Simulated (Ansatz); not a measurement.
The starting structures come from a database of crystals and need not be the phases stable at ambient conditions.

Inside the gap of an insulator the Bloch states are evanescent, with a wavenumber k + iκ along the transport direction.

Input:

```
CuBrH6N2
1.0
    6.84435     0.00000    -0.17927
   -3.42218     6.28778     0.08964
    2.33844     0.00000     5.10419
Cu H Br N
2 12 2 4
Cartesian
  1.16922   0.00000   2.55210
  0.00000   0.00000   0.00000
  5.54169   1.42094   1.35157
  0.21892   4.86684   3.66299
  2.47188   1.42094   1.02125
  3.28874   4.86684   3.99331
  7.31036   1.60234   4.90273
 -1.54974   4.68544   0.11183
  3.04166   1.60234   2.57429
  2.71896   4.68544   2.44027
  1.65987   2.39809   2.05753
  4.10074   3.88970   2.95703
 -0.49065   2.39809   0.49456
  6.25127   3.88970   4.51999
  5.17601   1.71260   3.73851
  0.58461   4.57518   1.27605
  5.83238   1.50952   0.36324
 -0.07176   4.77826   4.65132
  2.18119   1.50952   2.00959
  3.57942   4.77826   3.00497
```

Space group of this cell: C2/c. The cell was relaxed by PBE-D3(BJ); by r2SCAN its mean pressure is -0.8 GPa.

Transport runs along the normal of the first two printed cell vectors.

No gap correction and no spin-orbit coupling; mid-gap values are interpolated between computed energies.

Task: Estimate the band gap and the smallest decay constant κ at mid-gap that r2SCAN (Ansatz, an electronic-structure program) returns for this system.

Result: Gap 2.42 eV on a 6×6×6 mesh; κ = 0.290 1/Å, at (0.000, 0.500) of the in-plane reciprocal vectors. At the zone centre, at the nearest computed energy, the slowest state has κ = 0.31 1/Å.
